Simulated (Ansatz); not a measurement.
Start from Mg2Sn (space group Fm-3m, No. 225; a = 6.664 Å; relaxed with 0.1 eV smearing).

Calculations: Ansatz (a program for electronic structure), LDA, PAW, cutoff 420 eV, no spin-orbit coupling.

Strains are applied to the cell and any free atomic positions relax.

One change was made to it. Results:

| quantity | base | after |
|---|---|---|
| pressure | 0.0 GPa | 4.2 GPa |
| energy relative to the base (free energy F) | 0 meV/atom | +22 meV/atom |

### Question
Name the change that was made.
A. isotropic strain −2.50 %
B. isotropic strain +1.00 %
C. isotropic strain −1.50 %
D. isotropic strain +0.50 %
E. isotropic strain +2.00 %

### Answer
A, isotropic strain −2.50 %. For comparison, the energy relative to the base in the other runs: isotropic strain +1.00 % gives +3.1 meV/atom; isotropic strain +0.50 % gives +0.8 meV/atom; isotropic strain −1.50 % gives +7.7 meV/atom; isotropic strain +2.00 % gives +12 meV/atom.

No phonon test of stability was made.
